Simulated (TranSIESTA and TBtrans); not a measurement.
Junction: Ga chain with one bond stretched by 1.0 Å. Leads: straight Ga chain, spacing 2.55 Å. Geometry: as built, not relaxed. Transport runs along z; the first 6 and the last 6 of the 18 atoms are the lead cells, repeated to infinity.

```xyz
18
Lattice="9.000 0.000 0.000 0.000 9.000 0.000 0.000 0.000 46.900" Properties=species:S:1:pos:R:3 pbc="F F T"
Ga     4.500     4.500     0.000
Ga     4.500     4.500     2.550
Ga     4.500     4.500     5.100
Ga     4.500     4.500     7.650
Ga     4.500     4.500    10.200
Ga     4.500     4.500    12.750
Ga     4.500     4.500    15.300
Ga     4.500     4.500    17.850
Ga     4.500     4.500    20.400
Ga     4.500     4.500    23.950
Ga     4.500     4.500    26.500
Ga     4.500     4.500    29.050
Ga     4.500     4.500    31.600
Ga     4.500     4.500    34.150
Ga     4.500     4.500    36.700
Ga     4.500     4.500    39.250
Ga     4.500     4.500    41.800
Ga     4.500     4.500    44.350
```

Run with TranSIESTA and TBtrans (open boundaries, self-consistent; PseudoDojo norm-conserving potentials, scalar-relativistic): PAO.BasisSize DZP, PAO.EnergyShift 0.15 eV, XC.Authors PBE, Mesh.Cutoff 200 Ry, ElectronicTemperature 300 K, TS.Voltage 0.0 eV, TBT.Elecs.Eta 0.001 eV, no spin polarisation.

Energies count from the leads' Fermi level. Transmissions are for one spin of a degenerate pair. The energy step is 0.01 eV; narrower resonances are cut or missed.

```
E (eV)      T
------  -----
-0.20   0.827
-0.15    1.19
-0.10    1.47
-0.05    1.61
0.00     1.65
0.05     1.63
0.10     1.58
0.15     1.52
0.20     1.46
```

Give the zero-bias conductance in μS and the resistance at 300 K.

At the Fermi level T = 1.65. Averaged with −∂f/∂E over the full grid (kT = 25.9 meV) it is 1.62. With G0 = 2e²/h = 77.48 μS, G = 126 μS and R = 1/G = 7.94 kΩ.

The eigenchannels at the Fermi level transmit 0.591, 0.530, 0.530. What Fano factor of the shot noise follows at low temperature and bias?

F = Σ τ(1 − τ)/Σ τ = 0.740/1.65 = 0.45.

The straight chain is held at its spacing; free chains may zigzag or dimerise. No spin-polarised start was tried, so a magnetic state, if there is one, is missed.
